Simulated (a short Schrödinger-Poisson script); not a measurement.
Stack: gated Al0.4Ga0.6As/GaAs δ-doped gas in a quantum well, at 300 K.

```tsv
layer	material	thickness (nm)	Na (cm⁻³)
1	Al0.4Ga0.6As	10	-
2	Al0.4Ga0.6As	40	-
3	GaAs	10	-
4	Al0.4Ga0.6As	4000	3e14
```

The device is made up for the run: typed textbook-type constants, with dimensions and the other settings drawn at random. Al0.4Ga0.6As: permittivity 11.76, conduction-band edge (eV) 0.316, gap (eV) 1.923, electron mass (mₑ) 0.1002, Nv at 300 K (cm⁻³) 9e18. GaAs: permittivity 12.9, conduction-band edge (eV) 0, gap (eV) 1.424, Nv at 300 K (cm⁻³) 9e18.

Channel valleys (confinement mass, in-plane density-of-states mass, number): Γ 0.067, 0.067, 1. At the gate the conduction-band edge of layer 1 lies 1.07 eV − eVg above the Fermi level of the channel; the field vanishes at the back. Sheet of ionised δ-doping: +3e12 e/cm² at 10 nm from the gate. The barrier under the gate holds no holes. Gaps are held at their typed values at every temperature. Mesh 0.08 nm at interfaces.

From a short Schrödinger-Poisson script (our own, NumPy): 1D Poisson equation in equilibrium, electrons quantum, Hartree (BenDaniel-Duke, 40 states a valley, the channel's in-plane mass for all, wave functions free to enter the barrier), parabolic valleys, classical holes, full ionisation, no traps, pinning or gate leakage.

Q: List the lowest subbands of each valley and their electrons at Vg = 0.5 V.

A: 
```
valley  subband  energy from the Fermi level (meV)  electrons (cm⁻²)  share (%)
------  -------  ---------------------------------  ----------------  ---------
Γ             0                               33.2           1.77e11       96.5
Γ             1                              127.0            5.31e9        2.9
Γ             2                              178.3            7.32e8        0.4
```

All electrons: 1.83e11 cm⁻².
